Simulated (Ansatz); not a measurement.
## ZnSe: Zn → Cd

Start from ZnSe in the zinc blende structure (space group F-43m, No. 216; a = 5.6335 Å).

Perturbation: Cd takes the place of Zn on all its sites; the structure is relaxed again.

Computed with PBEsol/PAW in Ansatz (a first-principles code), no spin-orbit coupling. k-mesh 9×9×9 (Γ-centred); smearing 0.05 eV (Fermi–Dirac), for the changed cell.

The volume per atom grows by 5.77 Å³, from 22.35 Å³ to 28.12 Å³ and the lattice parameter a increases by 0.448 Å (5.634 Å → 6.082 Å). The space group remains F-43m (No. 216) and the band gap decreases by 0.76 eV, from 1.24 eV to 0.48 eV. The gap character is still direct at Γ and the width of the top valence band decreases by 0.54 eV (2.79 eV → 2.25 eV). The electron mass goes from 0.091 mₑ (at Γ) to 0.049 mₑ (at Γ) and the hole mass (degenerate bands, along [100]) goes from 0.096, 0.58, 0.58 mₑ (at Γ) to 0.050, 0.66, 0.66 mₑ (at Γ).

Effective masses come from finite differences of ±0.01 Å⁻¹. Stability against distortions was not tested.
